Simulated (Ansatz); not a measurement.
Given:

```
CELL_PARAMETERS angstrom
      4.58024     0.00000     0.00000
      0.00000     4.58024     0.00000
      0.00000     0.00000     6.43660
ATOMIC_POSITIONS crystal
  Mg 0.50000 0.50000 0.50000
  Cd 0.00000 0.00000 0.00000
  Te 0.00000 0.50000 0.25348
  Te 0.50000 0.00000 0.74652
```

Method: PBEsol with spin-orbit coupling, rigid bands (plane waves, PAW; Ansatz, a first-principles code). Condition of this run: spin-orbit coupling switched on. How the cell was made: cell and atoms relaxed with PBEsol.

Q: What conductivity effective mass do dilute electrons have at 300 K?

A: 0.121 (x), 0.121 (y), 0.135 (z) mₑ.

Q: What conductivity effective mass do dilute holes have at 300 K?

A: 0.72 (x), 0.72 (y), 0.75 (z) mₑ.

Q: And the band gap?

A: 1.16 eV at this level; semilocal functionals usually fall short of the measured gap.

Rigid bands, one relaxation time for all states, no polarons.

Computed structure, not matched to a measured one here, so possibly hypothetical: MgCdTe2 (P-4m2).
